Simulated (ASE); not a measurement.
Pair distribution function (Li-O) of Li3OBr (antiperovskite; a metastable compound), cell Li24Br8O8, begun in the crystal structure [in the run: it stayed crystalline; mean temperature 309 K (target 300 K); density 2.86 g/cm³, volume +4 % from the start crystal's], from MD at 309 K. Calculation: the machine-learned potential CHGNet 0.3.0 (ASE). Volume per atom 13.53 Å³, mean pressure 0.3 GPa. 

```csv
r (Å),g(r)
1.22,0.00
1.26,0.00
1.30,0.00
1.34,0.00
1.38,0.00
1.42,0.00
1.46,0.00
1.50,0.00
1.54,0.00
1.58,0.00
1.62,0.00
1.66,0.00
1.70,0.01
1.74,0.05
1.78,0.32
1.82,1.11
1.86,2.67
1.90,4.98
1.94,7.14
1.98,8.74
2.02,9.12
2.06,8.85
2.10,7.19
2.14,5.30
2.18,3.54
2.22,2.52
2.26,1.53
2.30,0.72
2.34,0.47
2.38,0.19
2.42,0.07
2.46,0.04
2.50,0.01
2.54,0.00
2.58,0.00
2.62,0.00
2.66,0.00
2.70,0.00
2.74,0.00
2.78,0.00
2.82,0.00
2.86,0.00
2.90,0.00
2.94,0.00
2.98,0.00
3.02,0.00
3.06,0.00
3.10,0.00
3.14,0.00
3.18,0.00
3.22,0.00
3.26,0.00
3.30,0.00
3.34,0.00
3.38,0.00
3.42,0.00
3.46,0.00
3.50,0.00
3.54,0.00
3.58,0.00
3.62,0.00
3.66,0.00
3.70,0.00
3.74,0.00
3.78,0.00
3.82,0.00
3.86,0.00
3.90,0.00
3.94,0.01
3.98,0.01
4.02,0.04
```

Task: State where the first shell ends and the number of neighbours in it.

Result: g is nil from 2.5 to 3.9 Å, so any cut there serves; 2.0 O round each Li and 6.0 Li round each O in the shell, from n = 4πρ∫r²g(r)dr.
